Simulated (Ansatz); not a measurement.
An Ansatz (a program for electronic structure) run: Ba3PbO with a change (uniaxial strain ε_zz = +2.31 %); Ansatz, PBEsol, PAW, cutoff 420 eV, no SOC.

Input:

Ansatz 0.2 input:
```yaml
crystal:
  lattice:
    - [5.4131108834, 0, 0]
    - [0, 5.4131108834, 0]
    - [0, 0, 5.5381537448]
  atoms:
    - { symbol: Ba, position: [0.5, 0, 0.5] }
    - { symbol: Ba, position: [0, 0.5, 0.5] }
    - { symbol: Ba, position: [0.5, 0.5, 0] }
    - { symbol: Pb, position: [0, 0, 0] }
    - { symbol: O, position: [0.5, 0.5, 0.5] }
basis: { ecutwfc: 420, ecutrho_ratio: 4, xc_grid: 2, fft_grid_basis: typed }
kpoints: { mp_grid: { grid: [9, 9, 9] } }
hamiltonian:
  xc: pbesol
  dispersion: none
  pseudopotentials: { kind: paw }
scf: { occupations: { method: fermi_dirac, width: 0.05 }, convergence: { dr2_threshold: 0.0000000005 } }
relax: { f_tol: 0.005, max_steps: 50 }
output: { forces: true, stress: true }
checkpoint: { write: state.ck, write_every: 1000 }
```

Output (explanatory and most iteration lines left out):

```
Relaxation: its limit of steps is 50 (relax.max_steps)
Pseudopotential: Ba, paw, valence charge 10
Pseudopotential: Pb, paw, valence charge 14
Pseudopotential: O, paw, valence charge 6
Crystal: 5 atoms, lattice volume = 162.278 Å³
Basis set: ecut = 420 eV, 3151 PW (Γ), exchange–correlation on 80×80×80 points (8 copies of the dense FFT grid, shifted against one another)
Bands: 30, of which v1, the nominal top of the filled ones, is band 25 counted from 1 (24 counted from 0)
Symmetry: 16 space group operations
Space group: P4/mmm (ITA 123), of the structure as read, at distance tolerance 5.5e-5 Å
k-points: 75 of 729
Functional: x = pbesol(κ = 0.804, μ = 0.12345679012345678), c = pbesol(β = 0.046)
SCF iter   1: F=—  HF=-29908.319890 eV  |F-HF|=—  |Δ(HF+E_count)|=         —  Δρ=7.59e-3  dr2=1.02e-1  ethr=1.77e-3  ⟨swp⟩=9.3  Hψ=13190  notcnv=0
SCF iter   2: F=—  HF=-29908.302353 eV  |F-HF|=—  |Δ(HF+E_count)|=   1.75e-2  Δρ=2.80e-3  dr2=9.26e-3  ethr=2.05e-4  ⟨swp⟩=2.5  Hψ=4908  notcnv=0  defer=5
SCF 1 converged in 9 iterations: F = -29908.299942 eV  dr2 = 2.88e-10
relax step   1: F+E_penalty+E_count = -29908.29994231 eV  Δ(F+E_penalty+E_count) = +0.000e0 eV  max|allowed force component| = 1.644e-28 eV/Å  Δτ_max = 0.0000 Å  (9 SCF iters, accepted)
SCF converged after 9 iterations
Free energy (F): -29908.299942 eV
Internal energy: -29908.296123 eV  (E = F + TS)
E sigma→0 (E₀):  -29908.298032 eV
Entropy (-TS):   -0.003820 eV (-0.764 meV/atom)
Fermi energy:    9.403495 eV
--- Forces (eV/Å), atoms counted from 1 ---
  atom   1  Ba     0.00000000     0.00000000     0.00000000
  atom   2  Ba    -0.00000000    -0.00000000     0.00000000
  atom   3  Ba    -0.00000000     0.00000000     0.00000000
  atom   4  Pb     0.00000000     0.00000000     0.00000000
  atom   5  O     -0.00000000     0.00000000     0.00000000
--- Stress (GPa, compression-positive) ---
       -0.485431       0.000000       0.000000
        0.000000      -0.485431       0.000000
        0.000000       0.000000      -1.511680
  P = ⅓ Tr σ = -0.8275 GPa (-8.275 kbar)
--- Relaxed structure (1 steps of the walk, 1 accepted, 0 SCFs on fresh bases) ---
  atoms:
    - { symbol: Ba, position: [0.5000000000000001, 0.0, 0.5] }
    - { symbol: Ba, position: [0.0, 0.5000000000000001, 0.5] }
    - { symbol: Ba, position: [0.5000000000000001, 0.5000000000000001, 0.0] }
    - { symbol: Pb, position: [0.0, 0.0, 0.0] }
    - { symbol: O, position: [0.5000000000000001, 0.5000000000000001, 0.5] }
```

With Pb present, leaving out spin-orbit coupling can change the band edges. No phonon test of stability was made. All final runs are without spin polarisation. The cell was made from Ba₃PbO in the anti-perovskite structure (space group Pm-3m, No. 221) by this change: uniaxial strain ε_zz = +2.31 %.
